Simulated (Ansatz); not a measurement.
**ZrAl₃ (I4/mmm, No. 139)**

Computed with PBEsol-D3(BJ) (Ansatz, an electronic-structure program, PAW).

Settings: plane-wave cutoff 520 eV, 20×20×20 k mesh, Fermi–Dirac smearing 0.05 eV, scalar-relativistic PAW data made under PBE.

Cell: relaxed at this level.

```yaml
volume_per_atom: 16.45 Å³/atom
bulk modulus B0: 117 GPa
band_gap: none
lattice_parameter_a: 3.940 Å
c axis length: 16.956 Å
pressure derivative B′ of the bulk modulus: 4.0
```

Note: the bulk modulus comes from volumes at which shape and atoms were relaxed.

Spin–orbit coupling is not included.

Static lattice: no zero-point or thermal effects.

It cost about 90 core-minutes (a rough figure) of CPU time.
